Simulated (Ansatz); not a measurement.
The starting structures come from a database of crystals and need not be the phases stable at ambient conditions.

```yaml
crystal:
  lattice:
    - [6.45527, 0.00000, 0.00000]
    - [0.00000, 12.50205, 0.00000]
    - [0.00000, 6.25102, 3.60903]
  atoms:
    - { symbol: La, position: [0.33333, 0.00000, 0.50000] }
    - { symbol: La, position: [0.00000, 0.50000, 0.50000] }
    - { symbol: La, position: [0.66667, 0.50000, 0.00000] }
    - { symbol: P, position: [0.83333, 0.00000, 0.50000] }
    - { symbol: P, position: [0.50000, 0.50000, 0.50000] }
    - { symbol: P, position: [0.16667, 0.50000, 0.00000] }
    - { symbol: O, position: [0.02126, 0.55254, 0.75895] }
    - { symbol: O, position: [0.68793, 0.86403, 0.58343] }
    - { symbol: O, position: [0.35459, 0.31149, 0.82448] }
    - { symbol: O, position: [0.02126, 0.44746, 0.24105] }
    - { symbol: O, position: [0.68793, 0.13597, 0.41657] }
    - { symbol: O, position: [0.35459, 0.68851, 0.17552] }
    - { symbol: O, position: [0.31207, 0.31149, 0.24105] }
    - { symbol: O, position: [0.64541, 0.44746, 0.41657] }
    - { symbol: O, position: [0.97874, 0.13597, 0.17552] }
    - { symbol: O, position: [0.31207, 0.68851, 0.75895] }
    - { symbol: O, position: [0.64541, 0.55254, 0.58343] }
    - { symbol: O, position: [0.97874, 0.86403, 0.82448] }
```

Space group of this cell: P6_222. The cell is taken as given; by PBEsol its mean pressure is 0.6 GPa.

Transport runs along the normal of the first two printed cell vectors, the (110) plane of the conventional cell.

The gap is the functional's own, uncorrected, and κ follows it; spin-orbit coupling is left out. Mid-gap values are interpolated between the computed energies.

Task: State the band gap and the smallest decay constant κ at mid-gap according to Ansatz (an electronic-structure program) with PBEsol.

Result: Gap 4.85 eV on a 6×8×8 mesh; κ = 0.422 1/Å, at the zone centre.
